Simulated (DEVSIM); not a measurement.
Structure: Pd/Al2O3/p-Ge capacitor, at 300 K.

| layer (left to right) | material | thickness (nm) | Na (cm⁻³) |
|---|---|---|---|
| 1 | Al2O3 | 5.40 | - |
| 2 | Ge | 2000 | 8.9e16 |

Metal gate on the left, work function 5.2 eV. Fixed charge at the semiconductor interface -4.3e11 cm⁻² (in units of +e); interface traps 3e11 cm⁻² eV⁻¹, uniform in energy, neutral level at 0.5 of the gap above the valence band.

Constants are typed, rounded textbook-type inputs, not results; the design itself was drawn at random and stands for no fabricated device. Values at 300 K.

| parameter | Al2O3 | Ge |
|---|---|---|
| gap (eV) | 6.8 | 0.664 |
| affinity (eV) | 1.35 | 4 |
| permittivity | 9 | 16 |
| Nc (cm⁻³) | - | 1.04e19 |
| Nv (cm⁻³) | - | 6e18 |

Simulated with DEVSIM: 1D Poisson equation in equilibrium, Boltzmann statistics, complete ionisation; no quantum confinement or tunnelling. Metal contacts follow the ideal Schottky-Mott rule: no Fermi-level pinning, no interface dipoles.

**Question.** Give the band bending (positive: bands bend down) and minority sheet density.

**Answer.** 
```tsv
Vg (V)	ψs (V)	minority carriers (cm⁻²)
0.4	-0.108	< 1e8
0.55	-0.066	< 1e8
0.7	0.010	< 1e8
0.85	0.120	< 1e8
1	0.244	< 1e8
1.15	0.373	2.9e9
1.3	0.487	1.9e11
1.45	0.541	1.0e12
```
